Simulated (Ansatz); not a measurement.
Results of PBE0 (PAW; Ansatz, a program for electronic structure) for CaO (P6₃/mmc, No. 194, 4 atoms in the cell; start mp-545512; a measured phase of this formula has another space group).

Run with plane-wave cutoff 460 eV, 9×9×6 k mesh (along the axes of the cell as run), Fermi–Dirac smearing 0.01 eV, scalar-relativistic PAW data made under PBE.

Cell (relaxed with PBEsol):

```yaml
crystal:
  lattice:
    - [3.95620, 0.00000, 0.00000]
    - [-1.97810, 3.42617, 0.00000]
    - [0.00000, 0.00000, 4.74324]
  atoms:
    - { symbol: Ca, position: [0.33333, 0.66667, 0.75000] }
    - { symbol: Ca, position: [0.66667, 0.33333, 0.25000] }
    - { symbol: O, position: [0.33333, 0.66667, 0.25000] }
    - { symbol: O, position: [0.66667, 0.33333, 0.75000] }
```

Q: What does this level give for the band gap?

A: 
- band gap = 5.35 eV (on the SCF k mesh)

Note: cell and atoms aren't relaxed at this level (pressure 1.9 GPa).

The computed numbers hold no vibrational or temperature effects.

The result took roughly 4 core-minutes.

A start named mp-… is a Materials Project structure, which need not be a measured phase.
